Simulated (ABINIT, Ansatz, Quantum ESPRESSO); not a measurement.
# One structure in several programs: InSb (F-43m, 2 atoms in the cell)

Self-consistent single point.

```yaml
crystal:
  lattice:
    - [0.00000, 3.31661, 3.31661]
    - [3.31661, 0.00000, 3.31661]
    - [3.31661, 3.31661, 0.00000]
  atoms:
    - { symbol: In, position: [0.00000, 0.00000, 0.00000] }
    - { symbol: Sb, position: [0.25000, 0.25000, 0.25000] }
```

Shared settings, as Ansatz (a quantum-chemistry and plane-wave program) writes them: kpoints.mp_grid.grid = 6 6 6; magnetization.spin_orbit = true; scf.occupations.method = fermi_dirac; scf.occupations.width = 0.1 eV. Potentials and cutoffs stand in the table.

```csv
code,model,pressure (GPa),cutoff
ABINIT,"PBEsol, spin-orbit coupling, PAW (JTH v2.0 PBE PAW, files made for PBE)",-2.19,40 Ry
Quantum ESPRESSO,"PBEsol, spin-orbit coupling, PSlibrary fully relativistic PAW (PBE) pseudopotentials",-2.44,50 Ry
Ansatz,"PBEsol with spin-orbit coupling, PAW files made with PBE",-1.89,default
```

No clean gap comes from ABINIT, Quantum ESPRESSO and Ansatz: levels at the Fermi energy touch, overlap or are partly filled at this smearing.

The spread over the programs that give each value: pressure within 0.55 GPa.

Ansatz's pressure is given at a fixed set of plane waves, as the other plane-wave codes print theirs.

The starting cell comes from a database of computed structures (which also holds hypothetical and non-ambient phases and stackings), without a prior relaxation at this level.

Left out of this page: Elk (with a known weakness of the program); FLEUR and SIESTA (not drawn, or without a comparable value).

Keys are those of Ansatz 0.2.
